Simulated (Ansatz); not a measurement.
Start from Al₂Cu (space group Fm-3m, No. 225; a = 5.727 Å; a cell from a computed database, its experimental status unchecked; relaxed with 0.1 eV smearing). Axes: x, y, z lie along the cube axes.

Calculations: DFT with PBEsol, PAW potentials and a 420 eV plane-wave cutoff in Ansatz (a first-principles code), scalar-relativistic without spin-orbit coupling.

Modification: biaxial strain −1.24 %, plane normal [001], relaxed out of plane (Cartesian); in-plane vectors clamped, the third vector and the atoms free.

Question: What happens to the in-plane stress and out-of-plane strain?

Answer: The mean in-plane stress (compression positive) amounts to +2.4 GPa; the out-of-plane strain is +1.05 %.

No phonon test of stability was made. The base started in I4/mmm and relaxed to Fm-3m at this level. The final runs are not spin-polarised.
